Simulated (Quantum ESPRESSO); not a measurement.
# Quick settings and what they miss: Zn (Im-3m, 1 atom in the cell)

Self-consistent single point.

```xyz
1
Lattice="-1.5444 1.5444 1.5444 1.5444 -1.5444 1.5444 1.5444 1.5444 -1.5444" Properties=species:S:1:pos:R:3 pbc="T T T"
Zn     0.0000     0.0000     0.0000
```

Computed with PBEsol, SSSP 1.1.2 efficiency (PBE) pseudopotentials (plane waves; Quantum ESPRESSO).

Base settings: ecutwfc = 50 Ry; ecutrho = 400 Ry; occupations = smearing; smearing = cold; degauss = 0.019992 Ry; input_dft = pbesol; potentials = {Zn: Zn_pbe_v1.uspp.F.UPF}; K_POINTS = automatic 15 15 15 0 0 0; conv_thr = 1e-10 Ry; mixing_beta = 0.3.

Tight run (finer mesh or higher cutoff; not a proven limit): ecutwfc: 50 Ry → 70 Ry; ecutrho: 400 Ry → 560 Ry; conv_thr: 1e-10 Ry → 7.3e-11 Ry; K_POINTS: automatic 15 15 15 0 0 0 → automatic 21 21 21 0 0 0. It gave Fermi level (on the code's own zero) 14.04 eV; pressure -2.91 GPa.

Quick runs, as changes from the base:
- A: the base itself
- B: ecutwfc: 50 Ry → 40 Ry; ecutrho: 400 Ry → 320 Ry; smearing: cold → mp; degauss: 0.019992 Ry → 0.036749 Ry; conv_thr: 1e-10 Ry → 7.3e-06 Ry; K_POINTS: automatic 15 15 15 0 0 0 → automatic 2 2 2 0 0 0
- C: ecutwfc: 50 Ry → 40 Ry; ecutrho: 400 Ry → 320 Ry; smearing: cold → fd; K_POINTS: automatic 15 15 15 0 0 0 → automatic 6 6 6 0 0 0
- D: ecutwfc: 50 Ry → 35 Ry; ecutrho: 400 Ry → 280 Ry; smearing: cold → fd; degauss: 0.019992 Ry → 0.036749 Ry; conv_thr: 1e-10 Ry → 7.3e-06 Ry; K_POINTS: automatic 15 15 15 0 0 0 → automatic 8 8 8 0 0 0
- E: degauss: 0.019992 Ry → 0.0147 Ry; conv_thr: 1e-10 Ry → 7.3e-06 Ry; K_POINTS: automatic 15 15 15 0 0 0 → automatic 4 4 4 1 1 1
- F: ecutwfc: 50 Ry → 35 Ry; ecutrho: 400 Ry → 280 Ry; smearing: cold → fd; conv_thr: 1e-10 Ry → 7.3e-06 Ry; K_POINTS: automatic 15 15 15 0 0 0 → automatic 4 4 4 0 0 0

Energies are extrapolated to zero smearing width, which holds to low order in the width alone (under cold and Methfessel-Paxton smearing the free energy itself is taken).

Dashes: pressure of B, D, E, F, not trusted under this conv_thr with d or f elements.

The count of work is k-points × plane waves × bands × iterations; it is no time. 

The starting cell comes from a database of computed structures (which also holds hypothetical and non-ambient phases and stackings), without a prior relaxation at this level. Its lattice was rescaled by a random factor within 2.5 % of one. In the base run, with a pressure of about -3 GPa the cell is away from its equilibrium volume at this level.

```tsv
run	energy less tight (meV/atom)	pressure less tight (GPa)	count of work / tight
A	14.5	-0.28	0.26
B	1446.2	–	0.0029
C	28.9	1.39	0.024
D	84.5	–	0.021
E	235.2	–	0.0070
F	96.3	–	0.0057
```

Among the runs at the tight run's level, the energy misses run from 14.5 to 1446.2 meV/atom.
